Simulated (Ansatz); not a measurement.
## Short convergence ladders for CdInS₂ (P3m1, 4 atoms in the cell)

```xyz
4
Lattice="3.8811 0.0000 0.0000 -1.9406 3.3611 0.0000 0.0000 0.0000 6.8310" Properties=species:S:1:pos:R:3 pbc="T T T"
Cd     0.0000     0.0000     0.0500
In     0.0000     0.0000     3.4155
S      1.9406     1.1204     5.1577
S      0.0000     2.2408     1.6732
```

Base method: LDA (PW92), default PAW files made with PBE (plane waves; Ansatz, an electronic-structure program).

Base settings: basis.ecutwfc = 420 eV; kpoints.mp_grid.grid = 10 10 5; hamiltonian.xc = lda; hamiltonian.pseudopotentials = {kind: paw} (the program's default PAW files); scf.occupations.method = fermi_dirac; scf.occupations.width = 0.1 eV.

The count of work is k-points × plane waves × bands × iterations; it is no time. Core times come from one kind of shared machine, to one figure; runs under 30 s give none.

**The k-point mesh at a smearing width of 0.05 eV**

In this ladder: scf.occupations.width = 0.05 eV.

The second cell is the first with its lattice scaled by 0.98.

Only quantities that move along the ladder and can be compared are tabulated.

```csv
kpoints.mp_grid.grid,free energy less the last step's (meV/atom),energy of the compressed cell less the first (meV/atom),pressure (GPa),largest difference of a force vector from the last step's (eV/Å),count of work / last
4 4 2,6.61,-38.54,-6.24,0.152,0.013
5 5 3,-1.05,-38.22,-6.28,0.050,0.020
6 6 3,0.74,-36.37,-6.06,0.080,0.028
7 7 4,-1.67,-36.41,-6.12,0.059,0.052
9 9 5,0.20,-36.25,-6.09,0.016,0.082
11 11 6,-0.03,-36.82,-6.15,0.007,0.14
13 13 7,-0.44,-36.39,-6.10,0.002,0.21
19 19 10,-0.08,-36.53,-6.12,0.002,0.59
23 23 12,0.00,-36.54,-6.12,0.000,1.0
```

Coarsest kpoints.mp_grid.grid that holds the energy of the compressed cell less the first within 1 meV/atom of the last step, with all finer ones: 6 6 3, at 0.028 of the last step's count of work; the step before is off by 1.7 meV/atom.

Coarsest kpoints.mp_grid.grid that holds the pressure within 0.1 GPa of the last step, with all finer ones: 6 6 3, at 0.028 of the last step's count of work; the step before is off by 0.16 GPa.

The energy difference between the two cells stays within 1 meV/atom of the last step's from 6 6 3 on, the total only from 9 9 5 on: much of the error is common to both cells and cancels.

**The width of Gaussian smearing**

In this ladder: kpoints.mp_grid.grid = 16 16 8; scf.occupations.method = gaussian.

Narrow widths need finer meshes than wide ones, so the last steps can hold mesh noise.

Only quantities that move along the ladder and can be compared are tabulated; pressure and forces are left out, as mesh noise rules them at narrow widths.

| scf.occupations.width | free energy less the last step's (meV/atom) | energy extrapolated to zero width less the last step's (meV/atom) |
|---|---|---|
| 1 eV | -69.55 | -3.80 |
| 0.5 eV | -18.31 | -0.03 |
| 0.3 eV | -6.28 | 0.43 |
| 0.2 eV | -2.52 | 0.27 |
| 0.1 eV | -0.45 | 0.05 |
| 0.05 eV | 0.00 | 0.00 |

Widest scf.occupations.width that holds the free energy within 5 meV/atom of the last step, with all finer ones: 0.2 eV; the step before is off by 6.3 meV/atom.

Widest scf.occupations.width that holds the energy extrapolated to zero width within 0.5 meV/atom of the last step, with all finer ones: 0.5 eV; the step before is off by 3.8 meV/atom.

The extrapolation to zero width removes most of the smearing's effect on the energy.

**The mesh under tetrahedron occupations**

In this ladder: scf.occupations.method = tetrahedron; scf.occupations.width = default.

Only quantities that move along the ladder and can be compared are tabulated.

| kpoints.mp_grid.grid | free energy less the last step's (meV/atom) | pressure (GPa) | largest difference of a force vector from the last step's (eV/Å) | count of work / last | core time / last (rough) |
|---|---|---|---|---|---|
| 4 4 2 | -7.04 | -6.03 | 0.089 | 0.015 | – |
| 5 5 3 | -4.65 | -6.37 | 0.022 | 0.026 | – |
| 6 6 3 | -1.96 | -6.30 | 0.008 | 0.036 | – |
| 8 8 4 | -0.86 | -6.16 | 0.010 | 0.063 | – |
| 10 10 5 | -0.29 | -6.16 | 0.007 | 0.10 | – |
| 12 12 6 | 0.11 | -6.14 | 0.004 | 0.18 | – |
| 15 15 8 | 0.11 | -6.14 | 0.002 | 0.35 | 0.3 |
| 18 18 9 | -0.04 | -6.14 | 0.001 | 0.53 | 0.5 |
| 23 23 11 | 0.00 | -6.13 | 0.000 | 1.0 | 1 |

Coarsest kpoints.mp_grid.grid that holds the pressure within 0.05 GPa of the last step, with all finer ones: 8 8 4, at 0.063 of the last step's count of work; the step before is off by 0.17 GPa.

Coarsest kpoints.mp_grid.grid that holds the free energy within 0.5 meV/atom of the last step, with all finer ones: 10 10 5, at 0.10 of the last step's count of work; the step before is off by 0.86 meV/atom.

Coarsest kpoints.mp_grid.grid that holds the forces within 0.02 eV/Å of the last step, with all finer ones: 6 6 3, at 0.036 of the last step's count of work; the step before is off by 0.022 eV/Å.

On the base run: the starting cell comes from a database of computed structures (which also holds hypothetical and non-ambient phases and stackings), without a prior relaxation at this level. Its lattice was rescaled by up to half a per cent. One atom was moved a little off its site on purpose. In the base run, with a pressure of about -6 GPa the cell is away from its equilibrium volume at this level. Ansatz's pressure includes its estimate of the finite-basis (Pulay) stress.

Left out of this page: 2 runs of the series outside the window shown, repeating another row's setting, or not comparable.

Keys are those of Ansatz 0.2.
